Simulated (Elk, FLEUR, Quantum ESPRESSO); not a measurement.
Code comparison for TbRh5 (P6/mmm, 6 atoms in the cell)

Self-consistent single point, at a second geometry (lattice scaled by 0.98). First geometry:

```
CELL_PARAMETERS angstrom
      5.06525     0.00000     0.00000
     -2.53262     4.38663     0.00000
      0.00000     0.00000     4.21068
ATOMIC_POSITIONS crystal
  Tb 0.00000 0.00000 0.00000
  Rh 0.33333 0.66667 0.00000
  Rh 0.66667 0.33333 0.00000
  Rh 0.50000 0.00000 0.50000
  Rh 0.50000 0.50000 0.50000
  Rh 0.00000 0.50000 0.50000
```
Moments meant for the start (each program seeds them in its own way; μB, in the order of the atoms Tb Rh Rh Rh Rh Rh): 6.0 0.0 0.0 0.0 0.0 0.0.

Shared settings, as Quantum ESPRESSO writes them: occupations = smearing; smearing = fd; degauss = 0.0036749 Ry; nspin = 2; K_POINTS = automatic 5 5 5 0 0 0. Potentials and cutoffs stand in the table.

```
code                                                                                                          model  ΔF from the first geometry (meV/atom)  size of the net moment (μB/atom)           cutoff
----------------  -------------------------------------------------------------------------------------------------  -------------------------------------  --------------------------------  ---------------
Quantum ESPRESSO                                               PBEsol, SSSP 1.1.2 efficiency (PBE) pseudopotentials                                  101.5                              1.05            60 Ry
Elk               PBEsol, all-electron FP-LAPW, Elk's shipped species files, APW+lo basis with extra local orbitals                                   98.0                              1.04       rgkmax 7.5
FLEUR                                               PBEsol, all-electron FLAPW (FLEUR), scalar-relativistic valence                                  106.1                              1.05  Kmax 3.8 1/bohr
```

On Quantum ESPRESSO's run: spin-orbit coupling is off. With one magnetic atom in the cell only a parallel order is possible. With U or open f shells several self-consistent states can exist. The f electrons are in the valence without U or exact exchange, which can misplace them near the Fermi level. Spin-orbit terms, which matter for f shells, are left out.

The spread over the programs that give each value: ΔF from the first geometry within 8.1 meV/atom; size of the net moment within 0.01 μB/atom.

Elk and FLEUR treat all electrons, but the usual bases taken here (sphere radii, linearisation, local orbitals, empty states) were not tested for convergence, so the values are no reference for the others.

The starting cell comes from a database of computed structures (which also holds hypothetical and non-ambient phases and stackings), without a prior relaxation at this level. Its lattice was rescaled by a random factor within 2.5 % of one. For this run, on top of that: lattice scaled by 0.98.

Left out of this page: Ansatz (with a known weakness of the program).
